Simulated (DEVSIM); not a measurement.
## abrupt Si n-p junction

Structure: abrupt Si n-p junction, at 250 K.

```csv
layer (left to right),material,thickness (μm),Nd (cm⁻³),Na (cm⁻³),τn (s),τp (s)
1,Si,1.00,2.4e18,-,7.4e-6,7.4e-6
2,Si,190,-,1.3e14,7.4e-6,7.4e-6
```

Left contact: ohmic. Right contact: ohmic. Voltage is applied to the left contact. Recombination: SRH at mid-gap, radiative. Mobility is μmin + (μ − μmin)/(1 + (N/Nref)^α).

Constants are typed, rounded textbook-type inputs, not results; the design itself was drawn at random and stands for no fabricated device. Values at 300 K; Nc and Nv go as T^1.5, mobilities as T to minus their exponent, the gap by Varshni's rule with the affinity fixed.

| parameter | Si |
|---|---|
| gap (eV) | 1.124 |
| affinity (eV) | 4.05 |
| permittivity | 11.7 |
| Nc (cm⁻³) | 2.86e19 |
| Nv (cm⁻³) | 3.1e19 |
| μn (cm²/Vs) | 1417 |
| μp (cm²/Vs) | 470 |
| μn,min | 52 |
| μp,min | 45 |
| Nref,n | 9.7e16 |
| Nref,p | 2.2e17 |
| αn | 0.68 |
| αp | 0.72 |
| T exponent of μn | 2.3 |
| T exponent of μp | 2.2 |
| B (cm³/s) | 4.7e-15 |
| Varshni α (eV/K) | 0.000473 |
| Varshni β (K) | 636 |

DEVSIM, 1D drift-diffusion, Boltzmann statistics, complete ionisation; no tunnelling, impact ionisation, image-force lowering or self-heating.

```yaml
potential_step_across_the_device_at_zero_bias: 0.828 V
largest_field_in_the_device_at_zero_bias: 77000 V/cm
Dark forward voltage at 1 A/cm²: 0.744 V
Dark forward voltage at 100 A/cm²: 1.125 V
```

Dark forward current:

| V (V) | J (A/cm²) |
|---|---|
| -0.05 | -4.4e-11 |
| -0.10 | -1.9e-10 |
| -0.15 | -6.7e-10 |
| -0.20 | -2.5e-9 |
| -0.30 | -5.6e-8 |
| -0.35 | -3.9e-7 |
| -0.40 | -3.3e-6 |
| -0.45 | -3.2e-5 |
| -0.50 | -0.00031 |
| -0.55 | -0.0030 |
| -0.60 | -0.022 |
| -0.70 | -0.38 |
| -0.75 | -1.1 |
| -0.80 | -3.0 |
| -0.85 | -6.9 |
| -0.90 | -14 |
| -0.95 | -26 |
| -1.05 | -63 |
| -1.10 | -88 |
| -1.15 | -110 |
| -1.20 | -140 |
| -1.25 | -170 |
| -1.30 | -200 |
| -1.35 | -220 |
| -1.45 | -270 |
| -1.50 | -300 |
| -1.55 | -320 |
| -1.60 | -340 |

Dark reverse current:

```json
[
 {"V (V)": "0.10", "J (A/cm²)": "3.1e-11"},
 {"V (V)": "0.25", "J (A/cm²)": "6.1e-11"},
 {"V (V)": "0.50", "J (A/cm²)": "1.0e-10"},
 {"V (V)": "0.75", "J (A/cm²)": "1.4e-10"},
 {"V (V)": "1.00", "J (A/cm²)": "1.7e-10"},
 {"V (V)": "1.50", "J (A/cm²)": "2.2e-10"},
 {"V (V)": "2.00", "J (A/cm²)": "2.7e-10"},
 {"V (V)": "2.50", "J (A/cm²)": "3.2e-10"},
 {"V (V)": "3.25", "J (A/cm²)": "3.7e-10"},
 {"V (V)": "4.00", "J (A/cm²)": "4.2e-10"},
 {"V (V)": "5.00", "J (A/cm²)": "4.9e-10"}
]
```
